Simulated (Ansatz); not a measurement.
Results of r²SCAN+rVV10 in Ansatz (plane waves, PAW) for MoTe2 (P-6m2, No. 187, 9 atoms in the cell; start mp-1025576; a measured phase of this formula has another space group).

Run with plane-wave cutoff 560 eV, 12×12×1 k mesh (along the axes of the cell as run), Fermi–Dirac smearing 0.01 eV, no spin polarisation, scalar-relativistic PAW data made under PBE.

Cell (relaxed at this level):

```yaml
crystal:
  lattice:
    - [3.54011, 0.00000, 0.00000]
    - [-1.77005, 3.06582, 0.00000]
    - [0.00000, 0.00000, 22.02155]
  atoms:
    - { symbol: Te, position: [0.00000, 0.00000, 0.91848] }
    - { symbol: Te, position: [0.00000, 0.00000, 0.08152] }
    - { symbol: Te, position: [0.33333, 0.66667, 0.59636] }
    - { symbol: Te, position: [0.33333, 0.66667, 0.40364] }
    - { symbol: Te, position: [0.33333, 0.66667, 0.24060] }
    - { symbol: Te, position: [0.33333, 0.66667, 0.75940] }
    - { symbol: Mo, position: [0.00000, 0.00000, 0.67785] }
    - { symbol: Mo, position: [0.00000, 0.00000, 0.32215] }
    - { symbol: Mo, position: [0.33333, 0.66667, 0.00000] }
```

Task: Estimate the band gap, smallest direct gap on the k points sampled and Γ–Γ gap that the calculation returns.

Result: 
* **band gap**: 0.94 eV
* **smallest direct gap on the k points sampled**: 1.11 eV
* **Γ–Γ gap**: 3.07 eV

Spin–orbit coupling is not included; with these elements it can move the gap by several tenths of an eV or more.

Static lattice: no zero-point or thermal effects.

A start named mp-… is a Materials Project structure, which need not be a measured phase.

Ansatz is a program for electronic structure.
